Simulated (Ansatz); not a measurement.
Consider HfS2 in the rutile structure (space group P4_2/mnm, No. 136; a = 6.024 Å, c = 3.652 Å; a hypothetical phase, not in the database extracts checked).

Now apply this change: hydrostatic tension (pressure −1 GPa).

Levels (all Ansatz, a first-principles code, PAW, earlier PAW set): PBEsol (420 eV, spin-orbit coupling left out); HSE06 (420 eV, no spin-orbit coupling).

The geometry is relaxed with PBEsol.

- PBEsol band gap: 0.29 eV

With HSE06 at the same geometry, the band gap increases by 0.85 eV, from 0.29 eV to 1.14 eV.

Single points use the geometry relaxed with PBEsol. HSE06 gaps are upper bounds (no full band path). Spin-orbit coupling, missing from the scalar runs, can matter with Hf. Load acts through the strain it causes; cell and atoms are relaxed under it. Whether these cells are dynamically stable was not tested. The zero or small gap of HfS2 can change with the level of theory.
